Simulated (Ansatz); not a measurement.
Functionals compared on NH2 on the 1x1 (10-10) surface of wurtzite ZnO (cut with top plane O + Zn), one in a 2x1 cell, started at the site 'top Zn', in Ansatz (plane waves, PAW). The structure was relaxed with PBE; the other rows are single points on it, each with its references at the same level. Cutoff 420 eV (500 eV for r2SCAN). The points keep PBE's geometry, so the relaxation of a polaron and the settling of charge on one site are left out. HSE06 used the coarser mesh 3x3x1.

Host crystal: wurtzite ZnO, with a band gap (PBE, scalar-relativistic without spin-orbit coupling).

Slab: 35 atoms, 9.4 Å thick at the start under the adsorbate (thin: gaps and levels are the slab's own); k 3x4x1, smearing 0.01 eV, dipole-corrected; 16 atoms held, the rest relaxed; held to the start's symmetry, so lower structures may exist; spin-polarised, ending with about 1.0 μB a cell; orders that need a larger cell were not tried, no spin-orbit, no U, no dispersion correction. It is one chosen start, not shown to be the lowest state of the adsorbate. These notes are the PBE run's. r2SCAN: The program's check for a lower electronic state was not made. HSE06: The program's check for a lower electronic state was not made. Adsorption energies are against NH3(g) − ½ H2(g). A negative adsorption energy means that the adsorbate is more stable on the surface than in its reference.

| functional | adsorption energy (eV) | magnetic moment of the cell (μB) |
|---|---|---|
| PBE | 1.58 | 1.00 |
| RPBE | ? | 1.00 |
| r2SCAN | 1.43 | 1.00 |
| HSE06 | 1.81 | 1.00 |

**Question.** What belongs in the gaps?

**Answer.** 
- RPBE, adsorption energy (eV): 1.64

Ansatz is a quantum-chemistry and plane-wave program.
